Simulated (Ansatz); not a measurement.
Take BN in the wurtzite structure (space group P6_3mc, No. 186; a = 2.523 Å, c = 4.175 Å) as the base. Axes: x lies along a and z along c of the hexagonal cell.

All numbers come from Ansatz (a program for electronic structure), LDA, PAW, cutoff 420 eV, scalar-relativistic without spin-orbit coupling.

Strains are applied to the cell and any free atomic positions relax.

One change was made to it. Results:

| quantity | base | after |
|---|---|---|
| shortest interatomic distance | 1.548 Å | 1.542 Å |
| energy relative to the base (free energy F) | 0 meV/atom | +2.5 meV/atom |

What was done to the base?
A) tensor shear ε_xz = +2.00 %
B) tensor shear ε_xz = +1.33 %
C) tensor shear ε_xz = +1.67 %
D) tensor shear ε_xz = +1.00 %
E) tensor shear ε_xz = +0.33 %

D, tensor shear ε_xz = +1.00 %. For comparison, the energy relative to the base in the other runs: tensor shear ε_xz = +1.67 % gives +6.9 meV/atom; tensor shear ε_xz = +1.33 % gives +4.4 meV/atom; tensor shear ε_xz = +0.33 % gives +0.3 meV/atom; tensor shear ε_xz = +2.00 % gives +9.9 meV/atom.

Whether these cells are dynamically stable was not tested.
